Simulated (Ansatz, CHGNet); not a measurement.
For Bi2S3 (model structure, started from the A-La2O3 type, P-3m1, No. 164, 5 atoms in the cell), the machine-learned potential CHGNet-r²SCAN (trained on r²SCAN data) gives:

- lattice constant a = 4.576 Å
- lattice parameter c = 6.848 Å

Question: What does r²SCAN in Ansatz (PAW) give for the same quantities?

Answer: 
- lattice constant a: 4.035 Å (falls by 12 %)
- lattice parameter c: 9.757 Å (grows by 42 %)

Changes are worked out from the printed values.

Unless a cell is named, each level is at its own relaxed cell (CHGNet-r²SCAN 24.83, r²SCAN 27.52 Å³/atom).

Levels without +SOC leave out spin–orbit coupling, which shifts energies and cells of such heavy elements.

Caveats: the cell has another shape than the first-principles one, perhaps another minimum in the same group (CHGNet-r²SCAN). Ansatz's density-functional and Hartree–Fock values are scalar-relativistic unless marked +SOC, with PAW data made under PBE.

A model structure was made by putting elements into a prototype or built by hand; it is no filed structure, need not be a known phase, and can be a saddle point held by its symmetry.

Ansatz is a quantum-chemistry and plane-wave program.
